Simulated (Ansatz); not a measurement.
The parent structure is IrO$_{2}$ in the rutile structure (space group P4_2/mnm, No. 136; a = 4.529 Å, c = 3.180 Å).

The change: a hydrostatic pressure of 60 GPa.

Levels (all Ansatz, a program for electronic structure, PAW): PBE (420 eV, no spin-orbit coupling); PBE+SOC (420 eV, with spin-orbit coupling).

The geometry is relaxed with PBE.

```
Item            Result
------------  --------
PBE pressure  60.0 GPa
```

Q: Predict the pressure from PBE+SOC.

A: The pressure goes up by 1.3 GPa to 61.3 GPa.

Single points use the geometry relaxed with PBE. The spin-orbit shifts are approximate. Load acts through the strain it causes; cell and atoms are relaxed under it. No phonon test of stability was made. Competing high-pressure phases were not computed. No Hubbard U is applied, and correlation can decide whether such a compound is a metal. The runs without spin-orbit coupling are not spin-polarised.
